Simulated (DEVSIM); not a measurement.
Device: abrupt GaAs n-p junction, at 250 K.

Layer 1 from the left is GaAs, thickness (μm) 0.870, Nd (cm⁻³) 1e16, τn (s) 3.6e-9, τp (s) 3.6e-9. Layer 2 from the left is GaAs, thickness (μm) 36.0, Na (cm⁻³) 6.2e15, τn (s) 3.6e-9, τp (s) 3.6e-9.

Left contact: ohmic. Right contact: ohmic. Voltage is applied to the left contact. Recombination: SRH at mid-gap, radiative, Auger. Mobility is μmin + (μ − μmin)/(1 + (N/Nref)^α).

The device is made up for the run: typed textbook-type constants, with dimensions and the other settings drawn at random. Values at 300 K; Nc and Nv go as T^1.5, mobilities as T to minus their exponent, the gap by Varshni's rule with the affinity fixed.

GaAs: gap (eV) 1.424, affinity (eV) 4.07, permittivity 12.9, Nc (cm⁻³) 4.7e17, Nv (cm⁻³) 9e18, μn (cm²/Vs) 8500, μp (cm²/Vs) 400, μn,min 500, μp,min 20, Nref,n 6e16, Nref,p 1.5e17, αn 0.39, αp 0.38, T exponent of μn 2.1, T exponent of μp 2.2, B (cm³/s) 2e-10, Cn (cm⁶/s) 1e-30, Cp (cm⁶/s) 1e-30, Varshni α (eV/K) 0.000541, Varshni β (K) 204.

Estimate by hand the built-in potential, the peak field at zero bias, the capacitance at 1.5 V, and compare with a numerical solution.


- Built-in potential: ni = √(Nc Nv) exp(−Eg/2kT) = 4150 cm⁻³ with Eg = 1.446 eV; Vbi = kT/q ln(Na Nd/ni²) = 1.218 V; numerical 1.218 V.
- Peak field at zero bias: depletion approximation: W = √(2εVbi/(qN)) = 0.674 μm with N = 3.83e15 cm⁻³; field = 2Vbi/W = 36200 V/cm; numerical 35500 V/cm (estimate above by 1.8 %).
- Capacitance at 1.5 V: C = √(qεN / 2(Vbi + |V|)) = 11.4 nF/cm²; numerical 11.4 nF/cm² (estimate below by 0.81 %).

DEVSIM, 1D drift-diffusion, Boltzmann statistics, complete ionisation; no tunnelling, impact ionisation, image-force lowering or self-heating.
